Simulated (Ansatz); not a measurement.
BN (I-4m2), Ansatz (a program for electronic structure) with r2SCAN, rigid bands: Condition of this run: biaxial stress in (001) of 18 GPa (compression positive) (the target of the relaxation). band gap 4.78 eV, N_c = 1.36e19 cm⁻³ and N_v = 4.25e19 cm⁻³ at 300 K, conductivity masses along x (a = (0.00, 1.77, 1.82) Å; b = (1.77, 0.00, 1.82) Å; c = (1.77, 1.77, 0.00) Å) of 0.436 mₑ (electrons) and 0.557 mₑ (holes). Take k_BT = 0.02585 eV.

Problem. Find the intrinsic carrier density and the intrinsic Fermi level.

Solution. n_i = √(N_c N_v) exp(−E_g/2k_BT) = 2.40e19 × exp(−92.45) = 1.7e-21 cm⁻³. The level lies (k_BT/2) ln(N_v/N_c) = 15 meV from mid-gap (positive towards the conduction band). Each 0.1 eV added to the gap lowers n_i by a factor of 6.9.

Problem. A film of it is 5 nm thick, with its normal along the direction named. Estimate the confinement energies in an infinite well.

Solution. ħ²π²/(2m t²) = 0.376 eV·nm²/(m/mₑ × t²) gives 34.5 meV for electrons and 27.0 meV for holes, so the gap would widen to about 4.84 eV. Finite barriers and nonparabolic bands lower this, and with several valleys or bands the heaviest mass along the normal sets the lowest level, not this average.

Problem. What thermal injection velocity √(2k_BT/πm) limits a ballistic channel along the direction named?

Solution. 8.15e6 cm/s for electrons and 7.21e6 cm/s for holes, a ratio of √(m_h/m_e) = 1.13, for dilute carriers.

Rigid, parabolic bands with the computed gap; masses take one relaxation time for all states. Spin-orbit coupling is left out. Geometry: cell and atoms relaxed with PBEsol.
